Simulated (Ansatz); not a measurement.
The starting structures come from a database of crystals and need not be the phases stable at ambient conditions.

By PBEsol, the system below comes out a metal.

Without scattering a metal conducts by its projected Fermi surface.

```xyz
2
Lattice="3.7748 0.0000 0.0000 0.0000 4.3295 0.0000 0.0000 2.1647 2.1647" Properties=species:S:1:pos:R:3 pbc="T T T"
Hg     0.0000     0.0000     0.0000
Pd     1.8874     2.1647     0.0000
```

Space group of this cell: P4/mmm. The cell is taken as given; by PBEsol its mean pressure is -5.5 GPa.

The current flows along the normal of the first two printed cell vectors, the (110) plane of the conventional cell. No spin-orbit coupling; the value is a mean over 0.1 eV about the Fermi level.

### Question
Give the ballistic conductance per area that PBEsol (Ansatz, a first-principles code) yields.

### Answer
0.48 × 10¹⁵ S/m² for both spins.
